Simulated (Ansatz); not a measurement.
Amorphous In9Ga9Zn9O37Na2, 66 atoms at 5.73 g/cm³, one PBE-relaxed geometry, zone centre. Methods: PBE, scalar-relativistic without spin-orbit coupling (Ansatz, an electronic-structure program); r2SCAN, scalar-relativistic without spin-orbit coupling (Ansatz); HSE06, scalar-relativistic without spin-orbit coupling (Ansatz). Plane waves to 420 eV (r2SCAN 500 eV); exact exchange is cut at the cell's faces. All rungs ran without spin polarisation.

The cell was made by melting and quenching with the CHGNet potential and then relaxed with DFT. O atoms were pushed apart under 1.9 Å during the dynamics, to hinder bonds among them. The hot cell started wider than the set density and was brought back towards it in steps. It is the lowest in DFT energy of 2 quenches. It is a model cell: composition and starting density were chosen by hand, and all elements were melted together. No dispersion term was used. Its density started from a set value of 5.73 and ended at 5.73 g/cm³. Cooling (nominally 320 K/ps over its main leg) ran many orders faster than in experiment, which tends to leave more defects and strain. One small periodic cell is one sample of the glass; other quenches scatter about these values. The volume was held where the preparation left it and the shape relaxed, at a PBE pressure of 3.0 GPa. Stress components on the final sampling reach 3.2 GPa.

The relaxation ran on the zone centre alone. At PBE the gap is 0.82 eV on a 2×2×2 Γ-centred mesh, and the spacing at the zone centre alone 0.82 eV.

What zone-centre spacing does r2SCAN give, roughly?

1.27 eV (+0.46 eV against PBE).

What zone-centre spacing does HSE06 give, roughly?

2.40 eV (+1.59 eV against PBE).

The highest filled and the lowest empty state spread over these numbers of atoms (participation numbers): PBE: 16.9 and 58.5; r2SCAN: 19.4 and 57.6; HSE06: 15.3 and 57.0.
